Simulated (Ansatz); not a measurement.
# A computed series for hypothetical zinc blende YP: response to strain

Take YP in the zinc blende structure (space group F-43m, No. 216; a hypothetical phase, not in the database extracts checked) as the base.

```yaml
crystal:
  lattice:
    - [0.00000, 3.14492, 3.14492]
    - [3.14492, 0.00000, 3.14492]
    - [3.14492, 3.14492, 0.00000]
  atoms:
    - { symbol: P, position: [0.25000, 0.25000, 0.25000] }
    - { symbol: Y, position: [0.00000, 0.00000, 0.00000] }
```

Cartesian axes are those of the cell as printed.

Strains are applied to the cell and any free atomic positions relax; under biaxial strain the out-of-plane vector relaxes too.

Computed with Ansatz (a program for electronic structure), PBE, PAW, cutoff 420 eV, no spin-orbit coupling.

Notes on the quantities. pressure: mean of the normal stresses, compression positive; energy relative to the base: free energy F.

```csv
variant,band gap,gap character,pressure,energy relative to the base,volume per atom
base,1.64 eV,direct at X,0.0 kbar,0 meV/atom,31.10 Å³
"biaxial strain −0.94 %, plane normal [110], relaxed out of plane",…,"indirect, X → T",…,…,…
"biaxial strain +0.30 %, plane normal [110], relaxed out of plane",1.61 eV,direct at X,-1.1 kbar,+0.1 meV/atom,31.16 Å³
isotropic strain +2.98 %,1.71 eV,direct at X,-41.7 kbar,+40 meV/atom,33.97 Å³
isotropic strain +3.40 %,1.72 eV,direct at X,-46.4 kbar,+52 meV/atom,34.39 Å³
isotropic strain +3.63 %,1.73 eV,direct at X,-48.8 kbar,+58 meV/atom,34.62 Å³
uniaxial strain ε_yy = +2.87 %,1.56 eV,direct at M,-15.3 kbar,+5.0 meV/atom,32.00 Å³
uniaxial strain ε_zz = −1.93 %,1.57 eV,direct at X,11.1 kbar,+2.2 meV/atom,30.50 Å³
tensor shear ε_yz = +0.43 %,1.62 eV,direct at X,-0.1 kbar,+0.1 meV/atom,31.10 Å³
```

Q: Complete the table.

A: 
- biaxial strain −0.94 %, plane normal [110], relaxed out of plane, band gap: 1.60 eV
- biaxial strain −0.94 %, plane normal [110], relaxed out of plane, pressure: 2.9 kbar
- biaxial strain −0.94 %, plane normal [110], relaxed out of plane, energy relative to the base: +0.8 meV/atom
- biaxial strain −0.94 %, plane normal [110], relaxed out of plane, volume per atom: 30.93 Å³

A biaxial case was relaxed in a doubled cell and then solved in the primitive one. Whether these cells are dynamically stable was not tested. k-point labels follow each cell's own Brillouin zone.
